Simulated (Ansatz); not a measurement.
We consider antifluorite Be2C, described by PBE-D3(BJ) in Ansatz (plane waves, PAW).

Settings: plane-wave cutoff 500 eV, 12×12×12 k mesh, gaussian smearing 0.02 eV, scalar-relativistic PAW data made under PBE.

Computed at the level's own relaxed cell.

**Question.** What does this level give for the equilibrium volume per atom, equilibrium lattice constant a and band gap?

**Answer.** 
* **equilibrium volume per atom**: 6.51 Å³/atom
* **equilibrium lattice constant a**: 4.274 Å
* **band gap**: 1.19 eV (on the SCF k mesh)

Measured, for comparison: equilibrium volume per atom 6.81 Å³/atom, lattice constant a 4.34 ± 0.002 Å (temperature not stated, no zero-point or thermal correction; as tabulated in Freccero, Grin, Wagner, Dalton Trans. (2023), ESI). Computed (rounded) less measured: equilibrium volume per atom -4.4 %, lattice constant a -1.5 %. A static lattice is as a rule a little smaller and stiffer than an uncorrected measurement, which narrows the difference in the lattice constant a and would widen misses of the other sign.

The computed numbers hold no vibrational or temperature effects.

Cost on a shared machine: roughly 8 core-seconds.

Ansatz is an electronic-structure program.
